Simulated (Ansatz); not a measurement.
An Ansatz (a program for electronic structure) input (Kohn–Sham DFT with the PBE functional, run in Ansatz with PAW and 420 eV plane waves, no SOC):

Ansatz 0.2 input:
```yaml
crystal:
  lattice:
    - [0, 3.2045835188, 3.2045835188]
    - [3.2045835188, 0, 3.2045835188]
    - [3.2045835188, 3.2045835188, 0]
  atoms:
    - { symbol: Te, position: [0, 0, 0] }
    - { symbol: Sn, position: [0.5, 0.5, 0.5] }
basis: { ecutwfc: 420, ecutrho_ratio: 4, xc_grid: 2, fft_grid_basis: typed }
kpoints: { mp_grid: { grid: [13, 13, 13] } }
hamiltonian:
  xc: pbe
  dispersion: none
  pseudopotentials: { kind: paw }
scf: { occupations: { method: fermi_dirac, width: 0.05 }, convergence: { dr2_threshold: 0.0000000002 } }
output: { forces: true, stress: true }
```

Problem. Which symmetry and how many k-points will the program report, and about how many plane waves at Γ?

Solution. Space group Fm-3m (ITA 225) with 48 operations, k-points 84 of 2197, and 1243 plane waves at Γ.

Stability against distortions was not tested. The cell is SnTe in the rock salt structure (space group Fm-3m, No. 225).
